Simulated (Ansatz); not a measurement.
## BaTiO3: response to strain

Base system: BaTiO3 in the cubic perovskite structure (space group Pm-3m, No. 221; a = 3.9346 Å). Axes: x, y, z lie along the cube axes.

Strains are applied to the cell and any free atomic positions relax.

The values are results of LDA (Ansatz, an electronic-structure program), no SOC, not measurements.

Notes on the quantities. energy relative to the base: free energy F.

| uniaxial strain ε_zz (%) | energy relative to the base (meV/atom) |
|---|---|
| -3 | 13.2 |
| -2.4 | 8.3 |
| -1.2 | 2.0 |
| -0.6 | ? |
| 0 | 0.0 |

### Question
Fit ΔE = Aε² + Bε³ (ε in %) to the rows shown and predict the withheld row.

### Answer
Least squares on the printed values gives A = 1.34 and B = -0.043 meV/atom (largest residual 0.0 meV/atom); this predicts 0.5 meV/atom, and the run gives 0.5 meV/atom, in agreement.

Stability against distortions was not tested. All final runs are without spin polarisation. Many cubic perovskites are stable only at high temperature; tilts and polar distortions were not tested. This is not the structure that BaTiO3 has at room temperature and ambient pressure.
